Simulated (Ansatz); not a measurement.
## A self-consistent single point of ScZn3 (P6_3/mmc, 8 atoms in the cell) with Ansatz

Computed with LDA (PW92), default PAW files made with PBE (plane waves; Ansatz, a program for electronic structure).

This input was run:

Ansatz 0.2 input:
```yaml
# ScZn3
crystal:
  lattice:
    - [5.836172, 0.000000, 0.000000]
    - [-2.918086, 5.054274, 0.000000]
    - [0.000000, 0.000000, 4.311444]
  atoms:
    - { symbol: Sc, position: [0.333333, 0.666667, 0.750000] }
    - { symbol: Sc, position: [0.666667, 0.333333, 0.250000] }
    - { symbol: Zn, position: [0.842665, 0.685330, 0.750000] }
    - { symbol: Zn, position: [0.157335, 0.314670, 0.250000] }
    - { symbol: Zn, position: [0.157335, 0.842665, 0.250000] }
    - { symbol: Zn, position: [0.842665, 0.157335, 0.750000] }
    - { symbol: Zn, position: [0.314670, 0.157335, 0.750000] }
    - { symbol: Zn, position: [0.685330, 0.842665, 0.250000] }
basis:
  ecutwfc: 30.9 Ry
kpoints:
  mp_grid: { grid: [6, 6, 7] }
hamiltonian:
  xc: lda
  pseudopotentials: { kind: paw }
scf:
  occupations: { method: fermi_dirac, width: 0.0073 Ry }
output:
  forces: true
  eigenvalues: true
  stress: true
```

The program printed (abridged):

```
WARN the atoms were moved onto the symmetric positions of the space group found under crystal.symmetry.tolerance 1.0e-5 (fractional …
WARN ansatz: RAYON_NUM_THREADS=1 ignored (pool sized by the plan → 1); use --threads N
Pseudopotentials: kind: paw
Pseudopotential: Sc, paw, valence charge 11
Pseudopotential: Zn, paw, valence charge 12
Crystal: 8 atoms, lattice volume = 127.177 Å³
Basis set: ecut = 420.4159175005146 eV, 2523 PW (Γ)
Bands: 57, of which v1, the nominal top of the filled ones, is band 47 counted from 1 (46 counted from 0)
Symmetry: 24 space group operations
Space group: P63/mmc (ITA 194), of the structure as read, at distance tolerance 5.0e-5 Å
k-points: 28 of 252
PAW frozen core: Sc, regenerated for the run's functional, and the local potential with it
PAW frozen core: Zn, regenerated for the run's functional, and the local potential with it
Initial density: superposition of atomic densities (neutral atoms: chi_scale 0, normalization atom), corrected by the library's trained network
Initial wavefunctions: pseudopotential atomic-orbital guess
Eigensolver: davidson
Functional: x = slater, c = lda
SCF iter   1: F=—  HF=-23658.275463 eV  |F-HF|=—  |Δ(HF+E_count)|=         —  Δρ=6.51e-3  dr2=4.58e-2  ethr=1.77e-3  ⟨swp⟩=6.2  Hψ=6616  notcnv=0  defer=1
all-band conjugate gradients solve this SCF's bands
preconditioner: auto → Kerker (q_TF=auto, 2.594 Å⁻¹)
SCF iter   2: F=—  HF=-23658.266736 eV  |F-HF|=—  |Δ(HF+E_count)|=   8.73e-3  Δρ=3.02e-3  dr2=1.46e-2  ethr=4.87e-5  ⟨swp⟩=3.0  Hψ=3299  notcnv=0  defer=1
SCF iter   3: F=—  HF=-23658.264563 eV  |F-HF|=—  |Δ(HF+E_count)|=   2.17e-3  Δρ=1.56e-3  dr2=1.33e-3  ethr=1.55e-5  ⟨swp⟩=2.3  Hψ=2746  notcnv=0  defer=1
SCF iter   4: F=—  HF=-23658.263874 eV  |F-HF|=—  |Δ(HF+E_count)|=   6.89e-4  Δρ=3.67e-4  dr2=1.38e-4  ethr=1.41e-6  ⟨swp⟩=2.0  Hψ=2680  notcnv=0  defer=1
SCF iter   5: F=—  HF=-23658.263857 eV  |F-HF|=—  |Δ(HF+E_count)|=   1.67e-5  Δρ=8.13e-5  dr2=5.96e-6  ethr=1.47e-7  ⟨swp⟩=2.0  Hψ=2860  notcnv=0  defer=1
SCF iter   6: F=—  HF=-23658.263854 eV  |F-HF|=—  |Δ(HF+E_count)|=   3.12e-6  Δρ=1.65e-5  dr2=3.77e-7  ethr=6.34e-9  ⟨swp⟩=2.8  Hψ=2918  notcnv=0  defer=1
SCF iter   7: F=-23658.263854 eV  HF=-23658.263854 eV  |F-HF|=4.37e-10  |Δ(HF+E_count)|=   5.76e-8  Δρ=2.66e-6  dr2=7.28e-9  ethr=1.06e-10  ⟨swp⟩=5.4  Hψ=6507  notcnv=0
SCF 1 converged in 7 iterations: F = -23658.263854 eV  dr2 = 7.28e-9
SCF converged after 7 iterations
Free energy (F): -23658.263854 eV
Harris-Foulkes:  -23658.263854 eV  (|F-HF|=4.37e-10)
Internal energy: -23658.136475 eV  (E = F + TS)
E sigma→0 (E₀):  -23658.200164 eV
Entropy (-TS):   -0.127379 eV (-15.922 meV/atom)
Fermi energy:    11.121083 eV
--- Per-component energies (eV) ---
  E_band       = 22.833247
  E_kinetic    = 1317.690359
  E_local      = -10804.665490  (includes V_loc(G=0)·N_el)
  E_nonlocal   = 3842.842365
  E_hartree    = 4416.193229
  E_xc         = -1028.586036
  E_vxc        = -589.446652  (∫ρ·V_xc dr)
  E_paw        = -12329.629533  (= ΣΔE_a)
  E_vpaw       = -2575.972432  (= ΣTr[D̂ρ^β])
  E_aug_tail   = -0.002139  (compensation charges beyond the density's cutoff)
  E_ewald      = -9081.931923
  E_core_change = 9.952694  (= ΣΔE_core)
  E_smearing   = -0.127379  (= −TS)
  E_closure    = 0.000000  (closes the sum)
  Σ components = -23658.263854   (vs F -23658.263854, Δ=0.00e0)
--- Forces (eV/Å), atoms counted from 1 ---
  atom   1  Sc     0.00000000    -0.00000000     0.00000000
  atom   2  Sc     0.00000000     0.00000000     0.00000000
  atom   3  Zn     0.00000000     0.00185896     0.00000000
  atom   4  Zn     0.00000000    -0.00185896     0.00000000
  atom   5  Zn    -0.00160990     0.00092948     0.00000000
  atom   6  Zn     0.00160990    -0.00092948     0.00000000
  atom   7  Zn    -0.00160990    -0.00092948     0.00000000
  atom   8  Zn     0.00160990     0.00092948     0.00000000
  max |Σ_I F_I| component: 2.71e-17 eV/Å
--- Stress (GPa, compression-positive) ---
       -4.488082       0.000000       0.000000
        0.000000      -4.488082       0.000000
        0.000000       0.000000      -5.035519
  P = ⅓ Tr σ = -4.6706 GPa (-46.706 kbar)
  The stress holds the Pulay correction. Without it, at fixed plane waves, as pw.x and ABINIT print it: P = -4.7098 GPa
--- Band table (eV; the first three rows and the last of 28) ---
  k-point 0: bands = ["-37.6956", "-37.6908", "-16.6860", "-16.6641", "-16.6366", "-16.6366", "-16.6083", "-16.6083", "1.7956", "3.2438", "3.2791", "3.2911", "3.3090", "3.3090", "3.3677", "3.3677", "3.5216", "3.5216", "3.5517", "3.5796", "3.7300", [...]
  k-point 1: bands = ["-37.6952", "-37.6910", "-16.6879", "-16.6682", "-16.6349", "-16.6349", "-16.6094", "-16.6094", "1.9696", "3.2067", "3.2915", "3.2915", "3.3029", "3.3116", "3.3388", "3.3388", "3.6049", "3.6054", "3.6054", "3.6187", "3.6883", [...]
  k-point 2: bands = ["-37.6943", "-37.6914", "-16.6915", "-16.6779", "-16.6302", "-16.6302", "-16.6126", "-16.6126", "2.4558", "3.1633", "3.2433", "3.2433", "3.3537", "3.3778", "3.4189", "3.4189", "3.5617", "3.5617", "3.6447", "3.6447", "3.6475", [...]
  k-point 27: bands = ["-37.6926", "-37.6926", "-16.6941", "-16.6941", "-16.6268", "-16.6181", "-16.6181", "-16.6180", "3.2540", "3.2964", "3.3786", "3.3786", "3.4640", "3.4640", "3.6029", "3.6029", "3.6670", "3.6766", "3.7282", "3.7282", "3.8025", [...]
```

The run converged in 7 iterations.

The starting cell comes from a database of computed structures (which also holds hypothetical and non-ambient phases and stackings), without a prior relaxation at this level. Its lattice was rescaled by up to half a per cent. With a pressure of about -5 GPa the cell is away from its equilibrium volume at this level. Ansatz's pressure includes its estimate of the finite-basis (Pulay) stress.
